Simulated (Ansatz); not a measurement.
MoPd (model structure, Cmcm, No. 63, 4 atoms in the cell) was calculated with PBEsol in Ansatz (PAW).

Run with plane-wave cutoff 520 eV, 18×18×14 k mesh (along the axes of the cell as run), Fermi–Dirac smearing 0.05 eV, no spin polarisation, scalar-relativistic PAW data made under PBE.

Cell (relaxed at this level):

Space group Cmcm (No. 63); a = 2.6324 Å, b = 10.4586 Å, c = 4.3020 Å, α = β = γ = 90.00°

```csv
atom,site,symmetry,x,y,z
Mo,4c,m2m,0.0000,0.3267,0.2500
Pd,4c,m2m,0.0000,0.0694,0.2500
```
(The calculation used a cell of 4 atoms; values per cell refer to that cell.)

Q: Give the computed bulk modulus B0.

A: 
* **bulk modulus B0**: 255 GPa

Note: the run has no spin polarisation, so it can have missed a magnetic state; the bulk modulus is −V dP/dV from two relaxed cells at ±2 % in volume; the relaxation could raise the start's symmetry but not lower it, so the cell can be a saddle point.

The computed numbers hold no vibrational or temperature effects.

It cost around 21 core-minutes (rough) of CPU time.

A model structure was made by putting elements into a prototype or built by hand; it is no filed structure, need not be a known phase, and can be a saddle point held by its symmetry.

Ansatz is an electronic-structure program.
